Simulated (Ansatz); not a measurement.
Output of an Ansatz run (abridged):

```
WARN ansatz: RAYON_NUM_THREADS=1 ignored (pool sized by the plan → 1); use --threads N
Pseudopotentials: kind: paw
Pseudopotential: In, paw, valence charge 13
Pseudopotential: Se, paw, valence charge 16
Crystal: 5 atoms, lattice volume = 133.842 Å³
Basis set: ecut = 420 eV, 2627 PW (Γ)
Bands: 45, of which v1, the nominal top of the filled ones, is band 37 counted from 1 (36 counted from 0)
Symmetry: 2 space group operations
Space group: P-1 (ITA 2), of the structure as read, at distance tolerance 5.1e-5 Å
k-points: 40 of 72
PAW frozen core: In, regenerated for the run's functional, and the local potential with it
PAW frozen core: Se, regenerated for the run's functional, and the local potential with it
Initial density: superposition of atomic densities (neutral atoms: chi_scale 0, normalization atom), corrected by the library's trained network
Initial wavefunctions: pseudopotential atomic-orbital guess
Eigensolver: davidson
Functional: x = slater, c = lda
SCF iter   1: F=—  HF=-27066.369853 eV  |F-HF|=—  |Δ(HF+E_count)|=         —  Δρ=7.02e-3  dr2=4.47e-2  ethr=1.77e-3  ⟨swp⟩=6.7  Hψ=7204  notcnv=0
all-band conjugate gradients solve this SCF's bands
preconditioner: auto → LDOS
SCF iter   2: F=—  HF=-27066.363341 eV  |F-HF|=—  |Δ(HF+E_count)|=   6.51e-3  Δρ=3.86e-3  dr2=2.32e-2  ethr=6.03e-5  ⟨swp⟩=2.0  Hψ=3003  notcnv=0  defer=3
SCF iter   3: F=—  HF=-27066.354975 eV  |F-HF|=—  |Δ(HF+E_count)|=   8.37e-3  Δρ=6.18e-4  dr2=1.09e-3  ethr=3.14e-5  ⟨swp⟩=2.0  Hψ=2594  notcnv=0  defer=3
SCF iter   4: F=—  HF=-27066.354618 eV  |F-HF|=—  |Δ(HF+E_count)|=   3.57e-4  Δρ=1.72e-4  dr2=4.44e-5  ethr=1.47e-6  ⟨swp⟩=2.0  Hψ=3197  notcnv=0  defer=3
SCF iter   5: F=—  HF=-27066.354598 eV  |F-HF|=—  |Δ(HF+E_count)|=   2.00e-5  Δρ=2.57e-5  dr2=9.73e-7  ethr=6.00e-8  ⟨swp⟩=2.0  Hψ=2594  notcnv=0  defer=3
SCF iter   6: F=-27066.354597 eV  HF=-27066.354597 eV  |F-HF|=2.47e-8  |Δ(HF+E_count)|=   2.96e-7  Δρ=6.23e-6  dr2=5.65e-8  ethr=1.35e-10  ⟨swp⟩=9.1  Hψ=8682  notcnv=0
SCF 1 converged in 6 iterations: F = -27066.354597 eV  dr2 = 5.65e-8
SCF converged after 6 iterations
Free energy (F): -27066.354597 eV
Harris-Foulkes:  -27066.354597 eV  (|F-HF|=2.47e-8)
Internal energy: -27066.335685 eV  (E = F + TS)
E sigma→0 (E₀):  -27066.345141 eV
Entropy (-TS):   -0.018912 eV (-3.782 meV/atom)
Fermi energy:    7.066988 eV
--- Per-component energies (eV) ---
  E_band       = -1283.620873
  E_kinetic    = 845.145639
  E_local      = -10616.266379  (includes V_loc(G=0)·N_el)
  E_nonlocal   = -1025.191661
  E_hartree    = 4989.967992
  E_xc         = -736.219615
  E_vxc        = -495.852370  (∫ρ·V_xc dr)
  E_paw        = -13515.140669  (= ΣΔE_a)
  E_vpaw       = 28.597081  (= ΣTr[D̂ρ^β])
  E_aug_tail   = -0.001775  (compensation charges beyond the density's cutoff)
  E_ewald      = -7015.850377
  E_core_change = 7.221160  (= ΣΔE_core)
  E_smearing   = -0.018912  (= −TS)
  E_closure    = -0.000000  (closes the sum)
  Σ components = -27066.354597   (vs F -27066.354597, Δ=0.00e0)
--- Forces (eV/Å), atoms counted from 1 ---
  atom   1  In     0.00262554     0.00328987     0.13030045
  atom   2  In    -0.00262554    -0.00328987    -0.13030045
  atom   3  Se     0.00000000     0.00000000     0.00000000
  atom   4  Se     0.00142036     0.00185018    -0.03538574
  atom   5  Se    -0.00142036    -0.00185018     0.03538574
  max |Σ_I F_I| component: 0.00e0 eV/Å
--- Stress (GPa, compression-positive) ---
       -2.225684       0.005813      -0.002424
        0.005813      -2.227869      -0.003766
       -0.002424      -0.003766      -2.161291
  P = ⅓ Tr σ = -2.2049 GPa (-22.049 kbar)
  The stress holds the Pulay correction. Without it, at fixed plane waves, as pw.x and ABINIT print it: P = -2.2355 GPa
--- Band table (eV; the first three rows and the last of 40) ---
  k-point 0: bands = ["-39.9681", "-39.9679", "-39.9580", "-39.9576", "-39.9528", "-39.8600", "-39.8600", "-39.8600", "-39.8600", "-39.8344", "-39.8343", "-39.8342", "-39.8342", "-39.8244", "-39.8244", "-6.9847", "-6.9847", "-6.9721", "-6.9719", [...]
  k-point 1: bands = ["-39.9681", "-39.9679", "-39.9580", "-39.9576", "-39.9528", "-39.8600", "-39.8600", "-39.8600", "-39.8600", "-39.8344", "-39.8343", "-39.8343", "-39.8342", "-39.8244", "-39.8244", "-6.9848", "-6.9847", "-6.9720", "-6.9718", [...]
  k-point 2: bands = ["-39.9680", "-39.9679", "-39.9580", "-39.9577", "-39.9527", "-39.8600", "-39.8600", "-39.8600", "-39.8600", "-39.8344", "-39.8343", "-39.8343", "-39.8342", "-39.8244", "-39.8243", "-7.1264", "-7.0921", "-6.9724", "-6.9604", [...]
  k-point 39: bands = ["-39.9680", "-39.9676", "-39.9581", "-39.9577", "-39.9526", "-39.8600", "-39.8600", "-39.8597", "-39.8597", "-39.8344", "-39.8343", "-39.8343", "-39.8343", "-39.8242", "-39.8242", "-7.4036", "-7.2968", "-6.9631", "-6.9414", [...]
```

The structure:

```
CELL_PARAMETERS angstrom
      3.96348     0.00000     0.00000
      1.98014     3.43370     0.00000
      0.01639     0.02825     9.83448
ATOMIC_POSITIONS crystal
  In 0.33315 0.33417 0.81037
  In 0.66685 0.66583 0.18963
  Se 0.00000 0.00000 0.00000
  Se 0.33344 0.33118 0.32365
  Se 0.66656 0.66882 0.67635
```

**Question.** Write an input that gives this output.

**Answer.** Other spellings and defaults could give the same log, and not every line can be read from it. The input that was run (DFT, LDA (PW92), plane waves, default PAW files made with PBE):

Ansatz 0.2 input:
```yaml
crystal:
  lattice:
    - [3.963484, 0.000000, 0.000000]
    - [1.980140, 3.433701, 0.000000]
    - [0.016392, 0.028253, 9.834484]
  atoms:
    - { symbol: In, position: [0.333150, 0.334170, 0.810370] }
    - { symbol: In, position: [0.666850, 0.665830, 0.189630] }
    - { symbol: Se, position: [0.000000, 0.000000, 0.000000] }
    - { symbol: Se, position: [0.333440, 0.331180, 0.323650] }
    - { symbol: Se, position: [0.666560, 0.668820, 0.676350] }
basis:
  ecutwfc: 420.0
kpoints:
  mp_grid:
    grid: [6, 6, 2]
hamiltonian:
  xc: lda
  pseudopotentials:
    kind: paw
scf:
  occupations:
    method: gaussian
    width: 0.2
output:
  forces: true
  eigenvalues: true
  stress: true
```

The starting cell comes from a database of computed structures (which also holds hypothetical and non-ambient phases and stackings), without a prior relaxation at this level. Its lattice was rescaled by up to half a per cent. Ansatz's pressure includes its estimate of the finite-basis (Pulay) stress. A gap is left out here, as mesh or smearing make it unsure.

Ansatz is a program for electronic structure.
